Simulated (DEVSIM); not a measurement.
Device: Mo/Si3N4/p-GaAs capacitor, at 400 K.

| layer (left to right) | material | thickness (nm) | Na (cm⁻³) |
|---|---|---|---|
| 1 | Si3N4 | 5.20 | - |
| 2 | GaAs | 20000 | 1e15 |

Metal gate on the left, work function 4.6 eV. Fixed charge at the semiconductor interface 1.2e11 cm⁻² (in units of +e); no interface traps.

The device is made up for the run: typed textbook-type constants, with dimensions and the other settings drawn at random. Values at 300 K; Nc and Nv go as T^1.5, mobilities as T to minus their exponent, the gap by Varshni's rule with the affinity fixed.

| parameter | Si3N4 | GaAs |
|---|---|---|
| gap (eV) | 5.1 | 1.424 |
| affinity (eV) | 2.1 | 4.07 |
| permittivity | 7.5 | 12.9 |
| Nc (cm⁻³) | - | 4.7e17 |
| Nv (cm⁻³) | - | 9e18 |
| Varshni α (eV/K) | - | 0.000541 |
| Varshni β (K) | - | 204 |

DEVSIM, 1D Poisson equation in equilibrium, Boltzmann statistics, complete ionisation; no quantum confinement or tunnelling. Metal contacts follow the ideal Schottky-Mott rule: no Fermi-level pinning, no interface dipoles.

Problem. Tabulate band edges, carrier densities and field at 0.0 V on the gate.

Solution. Energies count from the Fermi level of the right contact; mesh points crowd at the junctions.

| x (μm) | Ec (eV) | Ev (eV) | n (cm⁻³) | p (cm⁻³) | field (V/cm) |
|---|---|---|---|---|---|
| 0.000 | 2.500 | -2.600 | < 1e2 | < 1e2 | -8800 |
| 0.001386 | 2.499 | -2.601 | < 1e2 | < 1e2 | -8800 |
| 0.003399 | 2.497 | -2.603 | < 1e2 | < 1e2 | -8800 |
| 0.004947 | 2.496 | -2.604 | < 1e2 | < 1e2 | -8800 |
| 0.007247 | 0.528 | -0.849 | 1.6e11 | 2.7e8 | 12000 |
| 0.01205 | 0.533 | -0.844 | 1.4e11 | 3.2e8 | 12000 |
| 0.02404 | 0.547 | -0.830 | 9.2e10 | 4.8e8 | 11000 |
| 0.07182 | 0.600 | -0.777 | 2.0e10 | 2.2e9 | 11000 |
| 0.1733 | 0.702 | -0.675 | 1.0e9 | 4.4e10 | 9400 |
| 0.4268 | 0.894 | -0.483 | 3900000 | 1.1e13 | 5800 |
| 1.060 | 1.043 | -0.334 | 52000 | 8.5e14 | 340 |
| 3.704 | 1.049 | -0.329 | 44000 | 1.0e15 | ≈ 0 |
| 9.245 | 1.049 | -0.329 | 44000 | 1.0e15 | ≈ 0 |
| 15.57 | 1.049 | -0.329 | 44000 | 1.0e15 | ≈ 0 |
| 18.70 | 1.049 | -0.329 | 44000 | 1.0e15 | ≈ 0 |
| 19.48 | 1.049 | -0.329 | 44000 | 1.0e15 | ≈ 0 |
| 19.80 | 1.049 | -0.329 | 44000 | 1.0e15 | ≈ 0 |
| 19.92 | 1.049 | -0.329 | 44000 | 1.0e15 | ≈ 0 |
| 19.98 | 1.049 | -0.329 | 44000 | 1.0e15 | ≈ 0 |
| 20.00 | 1.049 | -0.329 | 44000 | 1.0e15 | ≈ 0 |
| 20.00 | 1.049 | -0.329 | 44000 | 1.0e15 | ≈ 0 |
| 20.00 | 1.049 | -0.329 | 44000 | 1.0e15 | ≈ 0 |
